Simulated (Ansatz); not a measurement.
Take TiN in the rock salt structure (space group Fm-3m, No. 225; a = 4.2044 Å; relaxed with 0.1 eV smearing) as the base. Axes: x, y, z lie along the cube axes.

All numbers come from PBEsol (Ansatz, a first-principles code, PAW, scalar-relativistic without spin-orbit coupling), earlier PAW set.

Base values:

| Quantity | Result |
|---|---|
| Pressure | 0.0 GPa |

Now apply this change: the symmetric strain tensor [-0.0162 0.0025 -0.0030; 0.0025 0.0187 0.0004; -0.0030 0.0004 0.0163], atoms relaxed at fixed cell.

### Question
Estimate the effect on the energy relative to the base and pressure.

### Answer
The energy grows by 14 meV/atom; the pressure (mean of the normal stresses, compression positive) goes from zero to -4.5 GPa.

No phonon test of stability was made. The final runs are not spin-polarised. An odd electron count without spin: TiN.
